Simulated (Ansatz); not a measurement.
Defect migration in hcp Ru: Pd-vacancy pair (Pd on one host Ru site, one Ru site vacant), neutral cell. All values below come from PBE, PAW (plane waves to 420 eV; Ansatz, a first-principles code).

Cell of 36 host sites held at the relaxed PBE lattice; a 2×2×2 k-point mesh shifted by half a step along c; Fermi-Dirac width 0.10 eV, spin-restricted; finite-size errors left in. No zero-point or tunnelling terms. Forms of the defect that were not tried may lie lower. The start lies 0.11 eV above the lowest site run (PBE).

Barriers: single points on a 4×4×4 k-point mesh shifted by half a step along c at the bands' geometries (they differ from the bands' own by up to 0.07 eV, and are uncertain by about as much).

Relaxed starting cell (atoms counted from 1):

```xyz
35
Lattice="8.1642 0.0000 0.0000 -4.0821 7.0704 0.0000 0.0000 0.0000 8.5861" Properties=species:S:1:pos:R:3 pbc="T T T"
Pd    -0.0418     1.5845     1.0695
Ru    -0.0114     1.5794     5.3626
Ru    -1.3566     3.9817     1.0701
Ru    -1.3724     3.9450     5.3625
Ru    -2.7088     6.2753     1.0693
Ru    -2.7223     6.2957     5.3623
Ru     2.7485     1.5733     1.0691
Ru     2.7327     1.5797     5.3630
Ru     1.3689     3.9510     1.0696
Ru     1.3629     3.9377     5.3627
Ru     0.0020     6.2816     1.0696
Ru     0.0027     6.3094     5.3628
Ru     5.4302     1.5868     5.3627
Ru     4.0728     3.9385     1.0702
Ru     4.0874     3.9287     5.3626
Ru     2.7115     6.2368     1.0696
Ru     2.7152     6.2921     5.3627
Ru     1.3607     0.7905     3.2310
Ru     1.3606     0.7907     7.4944
Ru    -0.0187     3.1629     3.2469
Ru    -0.0190     3.1632     7.4779
Ru    -1.3686     5.5249     3.2228
Ru    -1.3687     5.5243     7.5026
Ru     4.1184     0.8166     3.1999
Ru     4.1189     0.8173     7.5262
Ru     2.7264     3.1423     3.2143
Ru     2.7267     3.1426     7.5107
Ru     1.3566     5.5124     3.2292
Ru     1.3568     5.5124     7.4967
Ru     6.7598     0.7894     3.2451
Ru     6.7598     0.7893     7.4800
Ru     5.4507     3.1296     3.2117
Ru     5.4510     3.1305     7.5125
Ru     4.0902     5.5117     3.2175
Ru     4.0904     5.5113     7.5081
```

End state 1 differs by these moves (Å; atoms that move under 0.08 Å are left out):

```csv
atom,element,Δx,Δy,Δz
1,Pd,-2.63,0.00,0.00
30,Ru,0.09,0.00,0.00
31,Ru,0.09,0.00,0.00
```

Question: What is the computed forward and backward barriers to end state 1 (PBE, PAW)?

Answer: forward 1.60 eV, backward 1.60 eV; at the saddle point atom 1 has neighbours Ru at 2.46, 2 Ru at 2.51, Ru at 2.68, 4 Ru at 2.86 Å. The saddle point's order was not checked, and it lies on a symmetry element of the cell, where a band can be held.
